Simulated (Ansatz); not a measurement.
Faces of fcc Ir, relaxed in 1x1 cells (a = 3.871 Å). A vicinal face is read as terraces and steps: γ(θ) = γ(terrace)·cos θ + (β/h)·sin θ, with θ the angle to the terrace, h the step's height and β the energy a length of step; on such narrow terraces β holds the steps' interaction too.

Method: PBE (plane waves to 420 eV, PAW; Ansatz, a quantum-chemistry and plane-wave program).

```tsv
face	γ (J/m²)
(100)	2.84
(110)	2.86
(111)	2.29
(210)	3.06
(211)	2.74
(221)	2.62
(310)	3.04
(311)	2.88
(320)	2.98
(321)	2.87
```

**Question.** What step energy does (211) give on (111) terraces?

**Answer.** θ = 19.5°, h = a/√3 = 2.23 Å, so β = (2.74 − 2.29·cos θ)·h / sin θ = 243 meV/Å (1 J/m² = 62.4 meV/Å²).

**Question.** What step energy does (221) give on (111) terraces?

**Answer.** θ = 15.8°, h = a/√3 = 2.23 Å, so β = (2.62 − 2.29·cos θ)·h / sin θ = 213 meV/Å (1 J/m² = 62.4 meV/Å²).

**Question.** What step energy does (210) give on (100) terraces?

**Answer.** θ = 26.6°, h = a/2 = 1.94 Å, so β = (3.06 − 2.84·cos θ)·h / sin θ = 140 meV/Å (1 J/m² = 62.4 meV/Å²).
